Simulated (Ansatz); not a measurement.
TaAg (model structure, Pmma, No. 51, 4 atoms in the cell) was calculated with LDA (PAW; Ansatz, an electronic-structure program).

Run with plane-wave cutoff 520 eV, 12×18×12 k mesh (along the axes of the cell as run), Fermi–Dirac smearing 0.05 eV, no spin polarisation, scalar-relativistic PAW data made under PBE.

Cell (relaxed at this level):

```
AgTa
1.0
    4.66949     0.00000     0.00000
    0.00000     2.72390     0.00000
    0.00000     0.00000     5.16960
Ag Ta
2 2
Direct
  0.25000   0.00000   0.85309
  0.75000   0.00000   0.14691
  0.25000   0.50000   0.34850
  0.75000   0.50000   0.65150
```

**Question.** Predict the bulk modulus.

**Answer.** 
* **bulk modulus**: 191 GPa

The run finds no gap.

Note: the bulk modulus is −V dP/dV from two relaxed cells at ±2 % in volume; the relaxation could raise the start's symmetry but not lower it, so the cell can be a saddle point.

Spin–orbit coupling is not included.

A model structure was made by putting elements into a prototype or built by hand; it is no filed structure, need not be a known phase, and can be a saddle point held by its symmetry.
